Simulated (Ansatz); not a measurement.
Consider SiO2 in the rutile structure (space group P4_2/mnm, No. 136; a = 4.236 Å, c = 2.690 Å). Axes: x, y, z lie along a, b, c of the conventional cell.

The values are results of Ansatz (a first-principles code), PBE, PAW, cutoff 420 eV, spin-orbit coupling left out, not measurements.

Strains are applied to the cell and any free atomic positions relax.

One change was made to it. Results:

```csv
quantity,base,after
energy relative to the base (free energy F),0 meV/atom,+2.6 meV/atom
electron mass,"0.36 mₑ along c, 0.45 mₑ across (at Γ)","0.38 mₑ along z, 0.46 mₑ across (at Γ)"
band gap,5.04 eV,5.30 eV
gap character,direct at Γ,direct at Γ
"valence-band top at Γ (three highest levels, from the VBM)","0.00, -0.85, -0.85 eV","0.00, -0.87, -0.87 eV"
```

**Question.** What was done to the base?
A) uniaxial strain ε_zz = −1.80 %
B) uniaxial strain ε_zz = −3.00 %
C) uniaxial strain ε_zz = −1.20 %
D) uniaxial strain ε_zz = −0.60 %

**Answer.** C, uniaxial strain ε_zz = −1.20 %. For comparison, the band gap in the other runs: uniaxial strain ε_zz = −0.60 % gives 5.17 eV; uniaxial strain ε_zz = −3.00 % gives 5.68 eV; uniaxial strain ε_zz = −1.80 % gives 5.42 eV.

Effective masses come from finite differences of ±0.01 Å⁻¹. Gaps are read on the SCF mesh and a high-symmetry path. Stability against distortions was not tested.
